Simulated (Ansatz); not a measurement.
The starting structures come from a database of crystals and need not be the phases stable at ambient conditions.

Inside the gap of an insulator the Bloch states are evanescent, with a wavenumber k + iκ along the transport direction.

Given:

```
CdSe
1.0
    4.42886     0.00000     0.00000
   -2.21443     3.83550     0.00000
    2.21443    -1.27850     3.54524
Cd Se
1 1
Cartesian
  0.00000   0.00000   0.00000
  4.42886   0.00000   2.65893
```

The cell is strained (lengths across the current scaled by 1.02, ions clamped); by r2SCAN it stands under a pressure of -2.0 GPa.

Transport runs along the normal of the first two printed cell vectors, the (111) (indices of the unstrained crystal) plane of the conventional cell.

No gap correction and no spin-orbit coupling; mid-gap is the computed energy nearest the middle.

### Question
Predict the band gap and the smallest decay constant κ at mid-gap from r2SCAN (Ansatz, a first-principles code).

### Answer
Gap 0.91 eV on a 8×8×8 mesh; κ = 0.071 1/Å, at the zone centre.
